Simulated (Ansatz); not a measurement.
Start from GaN in the wurtzite structure (space group P6_3mc, No. 186; a = 3.1833 Å, c = 5.1839 Å).

Method: r2SCAN (Ansatz, a program for electronic structure; PAW; 500 eV plane waves; no SOC), earlier PAW set.

One change was made to it. Results:

```json
[
 {"quantity": "valence-band top at Γ (three highest levels, from the VBM)", "base": "0.00, 0.00, -0.04 eV", "after": "0.00, 0.00, -0.05 eV"},
 {"quantity": "lattice parameter a", "base": "6.016 bohr", "after": "5.884 bohr"},
 {"quantity": "gap character", "base": "direct at Γ", "after": "direct at Γ"}
]
```

Question: Name the change that was made.
A. pressure 30 GPa
B. pressure 3 GPa
C. pressure 15 GPa

Answer: C, pressure 15 GPa. For comparison, the valence-band top at Γ in the other runs: pressure 3 GPa gives 0.00, 0.00, -0.04 eV; pressure 30 GPa gives 0.00, 0.00, -0.06 eV.

Load acts through the strain it causes; cell and atoms are relaxed under it. No phonon test of stability was made. Tetrahedral semiconductors of this kind turn to denser phases somewhere between about 1 and 50 GPa; those were not computed, so compressed cells here can lie past the real transition.
